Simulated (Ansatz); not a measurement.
Band structure of Tl2CdSnTe4 (I-42m, 8 atoms in the cell).

```yaml
crystal:
  lattice:
    - [-4.33601, 4.33601, 3.65091]
    - [4.33601, -4.33601, 3.65091]
    - [4.33601, 4.33601, -3.65091]
  atoms:
    - { symbol: Tl, position: [0.50000, 0.00000, 0.50000] }
    - { symbol: Tl, position: [0.00000, 0.50000, 0.50000] }
    - { symbol: Cd, position: [0.50000, 0.50000, 0.00000] }
    - { symbol: Sn, position: [0.00000, 0.00000, 0.00000] }
    - { symbol: Te, position: [0.42006, 0.42006, 0.36050] }
    - { symbol: Te, position: [0.57994, 0.94044, 0.00000] }
    - { symbol: Te, position: [0.05956, 0.05956, 0.63950] }
    - { symbol: Te, position: [0.94044, 0.57994, 0.00000] }
```

Method of the run: PBEsol, default PAW files made with PBE (plane waves; Ansatz, an electronic-structure program).

Settings: kpoints.mp_grid.grid = 5 5 5; hamiltonian.xc = pbesol; hamiltonian.pseudopotentials = {kind: paw} (the program's default PAW files); scf.occupations.method = fermi_dirac; scf.occupations.width = 0.05 eV; kpoints.band_path.npoints = 6.

The starting cell comes from a database of computed structures (which also holds hypothetical and non-ambient phases and stackings), without a prior relaxation at this level. Spin-orbit coupling is off.

Predict the gap along the standard path and the places of the band edges.

The gap along the path is 0.44 eV, from M to Z; the smallest direct gap on it is 0.48 eV.

Levels in eV from the top of the valence band on the path, bands 59 to 66:
```json
[
 {"point": "Γ", "59": "-0.96", "60": "-0.96", "61": "-0.53", "62": "-0.49", "63": "1.54", "64": "2.73", "65": "3.06", "66": "3.26"},
 {"point": "X", "59": "-0.88", "60": "-0.87", "61": "-0.86", "62": "-0.61", "63": "0.98", "64": "1.61", "65": "1.89", "66": "2.20"},
 {"point": "M", "59": "-0.72", "60": "-0.72", "61": "-0.43", "62": "0.00", "63": "0.63", "64": "0.87", "65": "2.44", "66": "2.44"},
 {"point": "Z", "59": "-0.64", "60": "-0.64", "61": "-0.44", "62": "-0.03", "63": "0.44", "64": "1.32", "65": "1.87", "66": "1.87"},
 {"point": "P", "59": "-1.15", "60": "-1.15", "61": "-0.76", "62": "-0.76", "63": "0.75", "64": "1.87", "65": "3.07", "66": "3.09"},
 {"point": "N", "59": "-1.10", "60": "-0.96", "61": "-0.90", "62": "-0.65", "63": "1.09", "64": "1.45", "65": "2.63", "66": "2.67"},
 {"point": "Z1", "59": "-0.64", "60": "-0.64", "61": "-0.44", "62": "-0.03", "63": "0.44", "64": "1.32", "65": "1.87", "66": "1.87"}
]
```

Keys are those of Ansatz 0.2.
